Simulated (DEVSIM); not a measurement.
System: Schottky contact on n-type GaAs, at 300 K.

```csv
layer (left to right),material,thickness (μm),Nd (cm⁻³),τn (s),τp (s)
1,GaAs,11.0,9.2e16,2.7e-8,2.7e-8
```

Left contact: Schottky, work function 4.9 eV, emission velocity 1.5e6 cm/s. Right contact: ohmic. Voltage is applied to the left contact. Recombination: SRH at mid-gap, radiative, Auger. Mobility is constant in doping.

The device is made up for the run: typed textbook-type constants, with dimensions and the other settings drawn at random. Values at 300 K.

```
parameter        GaAs
-------------  ------
gap (eV)        1.424
affinity (eV)    4.07
permittivity     12.9
Nc (cm⁻³)      4.7e17
Nv (cm⁻³)        9e18
μn (cm²/Vs)      8500
μp (cm²/Vs)       400
B (cm³/s)       2e-10
Cn (cm⁶/s)      1e-30
Cp (cm⁶/s)      1e-30
```

Simulated with DEVSIM: 1D drift-diffusion, Boltzmann statistics, complete ionisation; no tunnelling, impact ionisation, image-force lowering or self-heating. Metal contacts follow the ideal Schottky-Mott rule: no Fermi-level pinning, no interface dipoles.

Question: Tabulate band edges, carrier densities and field at zero bias.

Answer: Energies count from the Fermi level of the right contact; mesh points crowd at the junctions.

```tsv
x (μm)	Ec (eV)	Ev (eV)	n (cm⁻³)	p (cm⁻³)	field (V/cm)
0.000	0.830	-0.594	5400	9.5e8	-140000
0.01515	0.632	-0.792	1.1e7	450000	-120000
0.03729	0.397	-1.027	1.0e11	< 1e2	-92000
0.07587	0.137	-1.287	2.3e15	< 1e2	-43000
0.1598	0.043	-1.381	9.0e16	< 1e2	-340
0.2754	0.042	-1.382	9.2e16	< 1e2	≈ 0
0.4637	0.042	-1.382	9.2e16	< 1e2	≈ 0
0.8734	0.042	-1.382	9.2e16	< 1e2	≈ 0
1.438	0.042	-1.382	9.2e16	< 1e2	≈ 0
2.356	0.042	-1.382	9.2e16	< 1e2	≈ 0
3.698	0.042	-1.382	9.2e16	< 1e2	≈ 0
6.695	0.042	-1.382	9.2e16	< 1e2	≈ 0
8.256	0.042	-1.382	9.2e16	< 1e2	≈ 0
9.324	0.042	-1.382	9.2e16	< 1e2	≈ 0
10.14	0.042	-1.382	9.2e16	< 1e2	≈ 0
10.46	0.042	-1.382	9.2e16	< 1e2	≈ 0
10.68	0.042	-1.382	9.2e16	< 1e2	≈ 0
10.81	0.042	-1.382	9.2e16	< 1e2	≈ 0
10.91	0.042	-1.382	9.2e16	< 1e2	≈ 0
10.95	0.042	-1.382	9.2e16	< 1e2	≈ 0
10.98	0.042	-1.382	9.2e16	< 1e2	≈ 0
11.00	0.042	-1.382	9.2e16	< 1e2	≈ 0
```
